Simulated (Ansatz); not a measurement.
Given:

```
BaF2
1.0
    0.00000     3.09748     3.09748
    3.09748     0.00000     3.09748
    3.09748     3.09748     0.00000
Ba F
1 2
Direct
  0.00000   0.00000   0.00000
  0.25000   0.25000   0.25000
  0.75000   0.75000   0.75000
```

No spin polarisation.

All numbers come from Kohn–Sham DFT with the r2SCAN functional, run in Ansatz (a first-principles code) with PAW and 500 eV plane waves, no spin-orbit coupling. Γ-centred 9×9×9 mesh, Fermi–Dirac width 0.05 eV.

### Question
Predict the smallest direct gap.

### Answer
7.51 eV.

### Question
What band gap does the calculation give?

### Answer
7.41 eV.

### Question
What is the computed gap character?

### Answer
Indirect, K–Γ (36 % along) → Γ.

### Question
What is the computed width of the top valence band?

### Answer
0.23 eV.

Whether these cells are dynamically stable was not tested. The cell was made from CaF2 by this change: Ca → Ba.
